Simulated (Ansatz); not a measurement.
For MgO (model structure, started from the BeO type, P4₂/mnm, No. 136, 8 atoms in the cell), LDA in Ansatz (PAW) gives:

| Property | Result |
|---|---|
| lattice constant a | 5.437 Å |
| c axis length | 3.240 Å |
| cohesive energy | 5.67 eV/atom |
| band gap | 3.55 eV |

What does r²SCAN+rVV10 in Ansatz (plane waves, PAW) give for the same quantities?


- lattice constant a: 5.482 Å (rises by 0.8 %)
- lattice parameter c: 3.265 Å (grows by 0.8 %)
- cohesive energy: 5.20 eV/atom (decreases by 0.47 eV/atom)
- band gap: 4.12 eV (rises by 0.57 eV)

Changes are worked out from the printed values.

Unless a cell is named, each level is at its own relaxed cell (LDA 11.97, r²SCAN+rVV10 12.27 Å³/atom).

Density-functional gaps are differences of (generalised) Kohn–Sham levels.

Ansatz's density-functional and Hartree–Fock values are scalar-relativistic unless marked +SOC, with PAW data made under PBE.

A model structure was made by putting elements into a prototype or built by hand; it is no filed structure, need not be a known phase, and can be a saddle point held by its symmetry.

Ansatz is a first-principles code.
